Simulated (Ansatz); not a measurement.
For W2C (P-3m1, relaxed from the CdI2 type) at 650 K, quasi-harmonic approximation with PBE in Ansatz (a first-principles code) gives a volume expansion coefficient α_V = 18.29 × 10⁻⁶ K⁻¹, an isothermal bulk modulus B_T = 290.3 GPa, a molar volume V_m = 23.155 cm³/mol and C_V = 73.32 J/(mol K). The cell was generated from a structure type, relaxed within its symmetry, and need not be the phase found at ambient conditions. Spin-orbit coupling is not included.

Problem. Work out the Grüneisen parameter, C_P and the adiabatic bulk modulus.

Solution. γ = α_V B_T V_m / C_V = 1.68. C_P − C_V = α_V² B_T V_m T = 1.46 J/(mol K), so C_P = 74.78 J/(mol K). B_S = B_T C_P/C_V = B_T (1 + α_V γ T) = 296.1 GPa.
